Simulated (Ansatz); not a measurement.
Start from CdS in the zinc blende structure (space group F-43m, No. 216; a = 5.8777 Å).

Structures relaxed with Ansatz (an electronic-structure program) r2SCAN, spin-orbit coupling left out.

Base:

Simulated powder pattern, Cu Kα1, λ = 1.54056 Å (kinematic, ideal powder, no thermal factors, no anomalous dispersion; the 14 strongest lines at most, above 2 %, up to 2θ = 90°):

| 2θ (°) | I/Imax (%) | hkl |
|---|---|---|
| 26.24 | 100 | (111) |
| 30.39 | 23 | (200) |
| 43.51 | 56 | (220) |
| 51.53 | 44 | (311) |
| 54.00 | 6.3 | (222) |
| 63.23 | 8.7 | (400) |
| 69.67 | 17 | (331) |
| 71.76 | 7.7 | (420) |
| 79.89 | 18 | (422) |
| 85.84 | 13 | (333) |

Perturbation: cell and atoms relaxed at a pressure of 30 GPa.

After the change:

Simulated powder pattern, Cu Kα1, λ = 1.54056 Å (kinematic, ideal powder, no thermal factors, no anomalous dispersion; the 14 strongest lines at most, above 2 %, up to 2θ = 90°):

```csv
2θ (°),d (Å),I/Imax (%),hkl
28.77,3.101,100,(111)
33.34,2.685,24,(200)
47.87,1.899,53,(220)
56.81,1.619,41,(311)
59.58,1.550,5.8,(222)
70.02,1.343,8.1,(400)
77.39,1.232,16,(331)
79.80,1.201,7.2,(420)
89.28,1.096,18,(422)
```

The indices refer to the base's conventional cell; one index is shown for lines that coincide.

Load acts through the strain it causes; cell and atoms are relaxed under it. Whether these cells are dynamically stable was not tested. Tetrahedral semiconductors of this kind turn to denser phases somewhere between about 1 and 50 GPa; those were not computed, so compressed cells here can lie past the real transition.
